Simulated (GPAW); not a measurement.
# σxx against uniaxial strain in fcc Al (space group 225): C11 (GPAW, LDA)

```
Al
1.0
    0.00000     1.99311     1.99311
    1.96322     0.00000     1.99311
    1.96322     1.99311     0.00000
Al
1
Cartesian
  0.00000   0.00000   0.00000
```

Level of theory: LDA (Perdew-Wang 92), GPAW PAW datasets LDA (gpaw-data 1.0.1) (plane waves; GPAW 25.7.0). Settings: mode = pw; ecut = 585 eV; xc = LDA; kpts = 38 38 38; mesh shift (steps) = 0 0 0; occupations.name = fermi-dirac; occupations.width = 0.05 eV; nbands = -9; convergence.density = 1e-06 e/electron; convergence.energy = 1e-06 eV/electron; symmetry.symmorphic = false; symmetry.tolerance = 0.0005; maxiter = 100. The cell above is the first row's. The rows stretch one cube axis (x) by the strain ε and hold the other two. Stress is positive in tension. In all rows the k mesh is held.

```csv
ε (%),σxx (GPa)
-1.5,-1.85
-1.0,-1.19
-0.5,-0.57
0.0,0.01
0.5,0.57
1.0,1.12
1.5,1.66
2.0,?
```

Using a parabola, estimate the missing σxx at ε = 2.0 from the other rows, showing the fit.

Least squares gives σxx = 0.011 + 1.1636·ε - 0.0471·ε². Residuals (row less fit): -0.010, 0.010, 0.013, -0.001, -0.011, -0.007, 0.010; standard error 0.012 (degrees of freedom: 4). The slope at ε = 0, 1.1636 GPa per cent, gives C11 ≈ 100 × 1.1636 = 116 GPa, for the static lattice. At the withheld row, σxx = 0.011 + 1.1636 × 2.0 - 0.0471 × 2.0² = 2.150 GPa. The calculation gives 2.16 GPa, 0.010 GPa above the prediction (0.2 % of the range of σxx in the table). The row lies outside the fitted rows, so this is an extrapolation. From the scatter of the fitted rows alone, a prediction at this place has a standard error of 0.023 GPa, so the miss is 0.4 times that.

Carrying the step between the two nearest rows on in a straight line would have given 2.20, off by 0.04; series whose last step already gives the withheld value aren't shown. The reference cell has the volume at which an earlier scan in this program and functional put its minimum by a fit. The unstrained cell stands at a pressure of -0.01 GPa, and the constants belong to that pressure. Without a gap such slopes are sensitive to mesh and smearing. Cutoffs and mesh are single choices, not tested for convergence of this quantity. Series with a scatter that would blur these digits, or in which a gap closes, are not shown. Strain series were run only where this level's volume lies within 10 % of a first guess from the measured size.
